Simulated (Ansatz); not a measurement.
## NbRh (P4/mmm): band-structure transport figures

Consider the following.

```yaml
crystal:
  lattice:
    - [2.82722, 0.00000, 0.00000]
    - [0.00000, 2.82722, 0.00000]
    - [0.00000, 0.00000, 3.83310]
  atoms:
    - { symbol: Nb, position: [0.00000, 0.00000, 0.00000] }
    - { symbol: Rh, position: [0.50000, 0.50000, 0.50000] }
```

These are PBEsol, rigid bands (plane waves, PAW, scalar-relativistic; Ansatz, a quantum-chemistry and plane-wave program) values and carry that method's errors. Geometry: cell and atoms relaxed with PBEsol.

density of states at the Fermi level: 1.61 states/(eV·cell), both spins
bare Sommerfeld coefficient: 1.90 mJ/(mol of atoms·K²)
Drude plasma energy: 7.7 eV
root-mean-square Fermi velocity: 6.6e5 m/s
resistivity times τ: 8.3 (x), 8.3 (y), 8.0 (z) ×10⁻²² Ω·m·s

A metal at this level (no band gap); rigid bands, thermally averaged at 300 K, both spins. Spin-orbit coupling is left out. τ is one relaxation time for all states.

Formula and space group known from diffraction (Crystallography Open Database), not checked to be the room-temperature form: NbRh (P4/mmm).
